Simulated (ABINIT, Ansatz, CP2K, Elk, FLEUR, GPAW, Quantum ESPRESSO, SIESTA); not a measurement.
**One structure in several programs: SrCl₂ (Fm-3m, 3 atoms in the cell)**

Self-consistent single point, at a second geometry (lattice scaled by 0.98). First geometry:

```yaml
crystal:
  lattice:
    - [0.00000, 3.49974, 3.49974]
    - [3.49974, 0.00000, 3.49974]
    - [3.49974, 3.49974, 0.00000]
  atoms:
    - { symbol: Sr, position: [0.00000, 0.00000, 0.00000] }
    - { symbol: Cl, position: [0.75000, 0.75000, 0.75000] }
    - { symbol: Cl, position: [0.25000, 0.25000, 0.25000] }
```

Shared settings, as Ansatz (an electronic-structure program) writes them: kpoints.mp_grid.grid = 8 8 8; scf.occupations.method = fermi_dirac; scf.occupations.width = 0.01 eV. Potentials and cutoffs stand in the table.

```tsv
code	model	ΔF from the first geometry (meV/atom)	pressure (GPa)	gap on the mesh (eV)	cutoff
Quantum ESPRESSO	LDA (PZ), GBRV 1.5 ultrasoft (LDA) pseudopotentials	-22.8	-1.11	5.071	40 Ry
CP2K	LDA (Pade form), GPW, DZVP-MOLOPT-SR-GTH basis, GTH-PADE potentials (GTH_POTENTIALS)	-17.2	-0.47	5.058	grid 500 Ry
Elk	LDA (PW92), all-electron FP-LAPW, Elk's shipped species files, APW+lo basis with extra local orbitals	-22.2	–	5.072	rgkmax 7.5
GPAW	LDA (Perdew-Wang 92), GPAW PAW datasets LDA (gpaw-data 1.0.1)	-20.8	-1.06	5.075	550 eV
FLEUR	LDA (Perdew-Zunger), all-electron FLAPW (FLEUR), scalar-relativistic valence	-22.1	–	5.119	Kmax 3.8 1/bohr
Ansatz	LDA (PW92), PAW files made with PBE	-22.7	-1.09	5.075	420 eV
ABINIT	LDA (PW92), PAW (JTH v2.0 LDA PAW)	-22.7	-1.15	5.071	26 Ha
SIESTA	LDA PW92, numerical atomic orbitals DZP, PseudoDojo LDA standard norm-conserving potentials (rewritten from UPF to PSML)	-31.5	-1.76	4.895	grid 350 Ry
```

A dash marks a value that a program does not give, or that is left out as unsure.

Gaps are read on the mesh.

The spread over the programs that give each value: ΔF from the first geometry within 14.3 meV/atom; pressure within 1.29 GPa; gap on the mesh within 0.224 eV.

CP2K and SIESTA use small atom-centred bases, whose incompleteness enters pressures, forces and empty levels differently from a plane-wave cutoff. Elk and FLEUR treat all electrons, but the usual bases taken here (sphere radii, linearisation, local orbitals, empty states) were not tested for convergence, so the values are no reference for the others. Ansatz's pressure is given at a fixed set of plane waves, as the other plane-wave codes print theirs. The same LDA comes in different parametrisations, which differ slightly. In the gap, SIESTA (by 0.178) lies more than 0.12 eV from the median of the plane-wave programs.

The starting cell comes from a database of computed structures (which also holds hypothetical and non-ambient phases and stackings), without a prior relaxation at this level. For this run, on top of that: lattice scaled by 0.98.

Keys are those of Ansatz 0.2.
